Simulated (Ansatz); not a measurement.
Short convergence ladders for Zr₂Au (I4mm, 3 atoms in the cell)

```yaml
crystal:
  lattice:
    - [-1.65513, 1.65513, 5.84295]
    - [1.65513, -1.65513, 5.84295]
    - [1.65513, 1.65513, -5.84295]
  atoms:
    - { symbol: Zr, position: [0.66398, 0.66398, 0.00000] }
    - { symbol: Zr, position: [0.34030, 0.34030, 0.00000] }
    - { symbol: Au, position: [0.00000, 0.00000, 0.00000] }
```

Base method: PBEsol, default PAW files made with PBE (plane waves; Ansatz, a quantum-chemistry and plane-wave program).

Base settings: basis.ecutwfc = 420 eV; kpoints.mp_grid.grid = 8 8 8; hamiltonian.xc = pbesol; hamiltonian.pseudopotentials = {kind: paw} (the program's default PAW files); scf.occupations.method = fermi_dirac; scf.occupations.width = 0.1 eV.

The count of work is k-points × plane waves × bands × iterations; it is no time. 

**The cutoff for other potential files**

Level: DFT, PBEsol, plane waves, harder PAW files (source: ansatz) made with PBE.

In this ladder: hamiltonian.pseudopotentials = {kind: paw, source: ansatz}.

The second cell is the first with its lattice scaled by 0.98.

The mesh stays at the base's, so the ladder's end is converged at best in this setting alone.

The first pressure column holds Ansatz's estimate of the finite-basis (Pulay) stress, which hides part of the cutoff error; the other is without it.

Only quantities that move along the ladder and can be compared are tabulated.

```tsv
basis.ecutwfc	free energy less the last step's (meV/atom)	energy of the compressed cell less the first (meV/atom)	pressure (GPa)	pressure without the Pulay estimate (GPa)	largest difference of a force vector from the last step's (eV/Å)	count of work / last
280 eV	3641.95	-27.09	-5.69	-127.97	0.181	0.11
340 eV	816.80	-10.25	-5.06	-40.49	0.026	0.14
430 eV	71.37	-9.17	-4.81	-9.31	0.003	0.21
525 eV	3.47	-9.24	-4.80	-5.10	0.000	0.28
615 eV	0.53	-9.22	-4.80	-4.81	0.000	0.35
740 eV	0.30	-9.22	-4.80	-4.81	0.000	0.46
925 eV	0.09	-9.23	-4.80	-4.80	0.000	0.65
1235 eV	0.00	-9.23	-4.80	-4.80	0.000	1.0
```

Coarsest basis.ecutwfc that holds the forces within 0.02 eV/Å of the last step, with all finer ones: 430 eV, at 0.21 of the last step's count of work; the step before is off by 0.026 eV/Å.

Coarsest basis.ecutwfc that holds the pressure within 0.1 GPa of the last step, with all finer ones: 430 eV, at 0.21 of the last step's count of work; the step before is off by 0.26 GPa.

Coarsest basis.ecutwfc that holds the pressure without the Pulay estimate within 1 GPa of the last step, with all finer ones: 525 eV, at 0.28 of the last step's count of work; the step before is off by 4.5 GPa.

The energy difference between the two cells stays within 1 meV/atom of the last step's from 430 eV on, the total only from 615 eV on: much of the error is common to both cells and cancels.

At the lowest cutoff the pressure without the Pulay estimate lies 123 GPa under the last step's, the usual sign of Pulay stress in an incomplete plane-wave basis.

**The relaxed cell against the cutoff**

On Zr₂Au (I4/mmm, 3 atoms in the cell): atoms on their sites.

In this ladder: relax = cell and atoms.

The mesh stays at the base's, so the ladder's end is converged at best in this setting alone.

Only quantities that move along the ladder and can be compared are tabulated.

```csv
basis.ecutwfc,relaxed volume (Å³/atom),relaxation steps
250 eV,20.427,29
295 eV,20.507,12
355 eV,20.511,7
420 eV,20.509,5
505 eV,20.508,5
630 eV,20.508,5
840 eV,20.508,5
```

Coarsest basis.ecutwfc that holds the relaxed volume within 0.041 Å³/atom of the last step, with all finer ones: 295 eV; the step before is off by 0.081 Å³/atom.

At the lowest cutoff the cell relaxes to a volume 0.4 % smaller than at the highest. Ansatz relaxes on a stress corrected for the finite basis.

On the base run: the starting cell comes from a database of computed structures (which also holds hypothetical and non-ambient phases and stackings), without a prior relaxation at this level. Its lattice was rescaled by up to half a per cent. One atom was moved a little off its site on purpose.

Left out of this page: 1 run of the series failed or unconverged.

Keys are those of Ansatz 0.2.
